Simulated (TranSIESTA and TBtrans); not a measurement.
Junction: diphenylmethane-4,4'-diyl held by thiolate S between the apex atoms of two Al(100) rods. Leads: fcc Al rod along [100], layers of 5 and 4 atoms, a = 4.04 Å. Geometry: as built, not relaxed. Transport runs along z; the first 18 and the last 18 of the 94 atoms are the lead cells, repeated to infinity.

```xyz
94
Lattice="14.213 0.000 0.000 0.000 14.213 0.000 0.000 0.000 45.049" Properties=species:S:1:pos:R:3 pbc="F F T"
Al     7.107     7.107     0.000
Al     9.963     7.107     0.000
Al     7.107     9.963     0.000
Al     4.250     7.107     0.000
Al     7.107     4.250     0.000
Al     8.535     8.535     2.020
Al     5.678     8.535     2.020
Al     8.535     5.678     2.020
Al     5.678     5.678     2.020
Al     7.107     7.107     4.040
Al     9.963     7.107     4.040
Al     7.107     9.963     4.040
Al     4.250     7.107     4.040
Al     7.107     4.250     4.040
Al     8.535     8.535     6.060
Al     5.678     8.535     6.060
Al     8.535     5.678     6.060
Al     5.678     5.678     6.060
Al     7.107     7.107     8.080
Al     9.963     7.107     8.080
Al     7.107     9.963     8.080
Al     4.250     7.107     8.080
Al     7.107     4.250     8.080
Al     8.535     8.535    10.100
Al     5.678     8.535    10.100
Al     8.535     5.678    10.100
Al     5.678     5.678    10.100
Al     7.107     7.107    12.120
Al     9.963     7.107    12.120
Al     7.107     9.963    12.120
Al     4.250     7.107    12.120
Al     7.107     4.250    12.120
Al     8.535     8.535    14.140
Al     5.678     8.535    14.140
Al     8.535     5.678    14.140
Al     5.678     5.678    14.140
Al     7.107     7.107    16.160
S      8.563     8.158    17.597
C      7.700     7.535    19.036
C      8.073     6.311    19.601
C      7.402     5.824    20.726
C      6.344     6.555    21.291
C      5.982     7.790    20.726
C      6.655     8.275    19.601
C      5.646     6.051    22.525
C      6.344     6.555    23.759
C      5.982     7.790    24.323
C      6.655     8.275    25.448
C      7.700     7.535    26.013
S      8.563     8.158    27.453
C      8.073     6.311    25.448
C      7.402     5.824    24.323
H      8.885     5.738    19.172
H      7.707     4.879    21.158
H      5.181     8.376    21.158
H      6.366     9.225    19.172
H      4.583     6.381    22.525
H      5.625     4.939    22.525
H      5.181     8.376    23.891
H      6.366     9.225    25.878
H      8.885     5.738    25.878
H      7.707     4.879    23.891
Al     7.107     7.107    28.889
Al     8.535     8.535    30.909
Al     5.678     8.535    30.909
Al     8.535     5.678    30.909
Al     5.678     5.678    30.909
Al     7.107     7.107    32.929
Al     9.963     7.107    32.929
Al     7.107     9.963    32.929
Al     4.250     7.107    32.929
Al     7.107     4.250    32.929
Al     8.535     8.535    34.949
Al     5.678     8.535    34.949
Al     8.535     5.678    34.949
Al     5.678     5.678    34.949
Al     7.107     7.107    36.969
Al     9.963     7.107    36.969
Al     7.107     9.963    36.969
Al     4.250     7.107    36.969
Al     7.107     4.250    36.969
Al     8.535     8.535    38.989
Al     5.678     8.535    38.989
Al     8.535     5.678    38.989
Al     5.678     5.678    38.989
Al     7.107     7.107    41.009
Al     9.963     7.107    41.009
Al     7.107     9.963    41.009
Al     4.250     7.107    41.009
Al     7.107     4.250    41.009
Al     8.535     8.535    43.029
Al     5.678     8.535    43.029
Al     8.535     5.678    43.029
Al     5.678     5.678    43.029
```

Run with TranSIESTA and TBtrans (open boundaries, self-consistent; PseudoDojo norm-conserving potentials, scalar-relativistic): PAO.BasisSize SZP, PAO.EnergyShift 0.15 eV, XC.Authors PBE, Mesh.Cutoff 150 Ry, ElectronicTemperature 300 K, TS.Voltage 0.0 eV, TBT.Elecs.Eta 0.001 eV, no spin polarisation.

Energies count from the leads' Fermi level. Transmissions are for one spin of a degenerate pair. The energy step is 0.02 eV; narrower resonances are cut or missed.

```csv
E (eV),T
-0.20,4.49e-5
-0.16,4.21e-5
-0.12,4.40e-5
-0.08,5.23e-5
-0.04,7.15e-5
0.00,0.000114
0.04,0.000303
0.08,0.000463
0.12,0.000552
0.16,0.000634
0.20,0.000719
```

**Question.** Give the zero-bias conductance in μS and the resistance at 300 K.

**Answer.** At the Fermi level T = 0.000114. Averaged with −∂f/∂E over the full grid (kT = 25.9 meV) it is 0.000168, well away from the value at one energy, as T changes fast within a few kT. With G0 = 2e²/h = 77.48 μS, G = 0.0130 μS and R = 1/G = 76900 kΩ.

**Question.** Estimate the thermopower by Mott's formula S = −(π²/3)(kB²T/e) d ln T/dE from the rows at -0.04 and 0.04 eV.

**Answer.** d ln T/dE = 18.1 eV⁻¹ and (π²/3) kB²T/e = 7.33 μV/K · eV, so S = -130 μV/K; the full integral gives -110 μV/K. A negative sign means that T rises with energy over the thermal window.

The leads' channel count changes near 0.03 eV, within the thermal window, so values at the Fermi level hang on where that band edge falls. Semilocal functionals put molecular levels too close to the Fermi level and tend to overestimate such conductances.
